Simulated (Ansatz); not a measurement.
The parent structure is Mg₃Sb₂ (space group P-3m1, No. 164).

```xyz
5
Lattice="4.5959 0.0000 0.0000 -2.2980 3.9802 0.0000 0.0000 0.0000 7.2718" Properties=species:S:1:pos:R:3 pbc="T T T"
Sb     0.0000     2.6535     1.6419
Sb     2.2980     1.3267     5.6298
Mg     0.0000     0.0000     0.0000
Mg     0.0000     2.6535     4.5983
Mg     2.2980     1.3267     2.6734
```

Cartesian axes are those of the cell as printed.

Level of theory: Ansatz (a program for electronic structure) PBE, no spin-orbit coupling, earlier PAW set.

Strains are applied to the cell and any free atomic positions relax; under biaxial strain the out-of-plane vector relaxes too.

One change was made to it. Results:

```csv
quantity,base,after
"pressure (mean of the normal stresses, compression positive)",0.0 GPa,-2.2 GPa
band gap,0.15 eV,zero
shortest interatomic distance,2.847 Å,2.924 Å
```

Question: Name the change that was made.
A. isotropic strain +5.68 %
B. isotropic strain +2.12 %
C. biaxial strain +4.31 %, plane normal [001], relaxed out of plane
D. biaxial strain +1.88 %, plane normal [001], relaxed out of plane

Answer: C, biaxial strain +4.31 %, plane normal [001], relaxed out of plane. For comparison, the shortest interatomic distance in the other runs: isotropic strain +2.12 % gives 2.896 Å; isotropic strain +5.68 % gives 2.976 Å; biaxial strain +1.88 %, plane normal [001], relaxed out of plane gives 2.880 Å.

With Sb present, leaving out spin-orbit coupling can change the band edges. Stability against distortions was not tested. All final runs are without spin polarisation. A zero or small gap of Mg3Sb2 can be the functional's error rather than a property of the material.
